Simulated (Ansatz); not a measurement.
**LiF, response to strain**

Start from LiF in the rock salt structure (space group Fm-3m, No. 225; a = 4.008 Å). Axes: x, y, z lie along the cube axes.

Strains are applied to the cell and any free atomic positions relax; under biaxial strain the out-of-plane vector relaxes too.

The values are results of Ansatz (a first-principles code) PBEsol, scalar-relativistic without spin-orbit coupling, not measurements.

Notes on the quantities. pressure: mean of the normal stresses, compression positive.

```csv
case,pressure,out-of-plane strain,band gap
base,-0.1 kbar,–,9.05 eV
"biaxial strain −3.00 %, plane normal [001], relaxed out of plane",33.5 kbar,+2.38 %,9.31 eV
"biaxial strain −2.50 %, plane normal [001], relaxed out of plane",27.0 kbar,+1.95 %,9.27 eV
"biaxial strain −2.00 %, plane normal [001], relaxed out of plane",20.9 kbar,+1.54 %,9.22 eV
"biaxial strain −1.50 %, plane normal [001], relaxed out of plane",15.2 kbar,+1.13 %,9.18 eV
"biaxial strain +0.50 %, plane normal [001], relaxed out of plane",-4.5 kbar,-0.36 %,8.99 eV
"biaxial strain +1.00 %, plane normal [001], relaxed out of plane",-8.7 kbar,-0.71 %,8.92 eV
"biaxial strain +1.50 %, plane normal [001], relaxed out of plane",?,?,?
"biaxial strain +2.00 %, plane normal [001], relaxed out of plane",-16.2 kbar,-1.37 %,8.79 eV
"biaxial strain +2.50 %, plane normal [001], relaxed out of plane",-19.6 kbar,-1.69 %,8.73 eV
```

Task: Fill in the withheld entries from the trend.

Result: 
- biaxial strain +1.50 %, plane normal [001], relaxed out of plane, pressure: -12.6 kbar
- biaxial strain +1.50 %, plane normal [001], relaxed out of plane, out-of-plane strain: -1.05 %
- biaxial strain +1.50 %, plane normal [001], relaxed out of plane, band gap: 8.86 eV

Semilocal Kohn–Sham gaps tend to fall short of experiment. Stability against distortions was not tested.
